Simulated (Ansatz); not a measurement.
Here is the system:

```
CsBr
1.0
    0.00000     3.05825     3.05825
    3.05825     0.00000     3.05825
    3.05825     3.05825     0.00000
Br Cs
1 1
Cartesian
  4.58738   4.58738   4.58738
  0.00000   0.00000   0.00000
```

No spin polarisation.

Level of theory: PBE (Ansatz, a program for electronic structure; PAW; 420 eV plane waves; no spin-orbit coupling). Γ-centred 7×7×7 mesh, Fermi–Dirac width 0.05 eV.

Problem. Predict the smallest direct gap.

Solution. 4.43 eV.

Problem. Predict the electron mass.

Solution. 0.37 mₑ (at Γ).

Problem. Estimate the width of the top valence band.

Solution. 2.66 eV.

Load acts through the strain it causes; cell and atoms are relaxed under it. Effective masses come from finite differences of ±0.01 Å⁻¹. No phonon test of stability was made. No other phases were tried under pressure. The cell was made from CsBr in the zinc blende structure (space group F-43m, No. 216; a hypothetical phase, not in the database extracts checked) by this change: pressure 45 GPa.
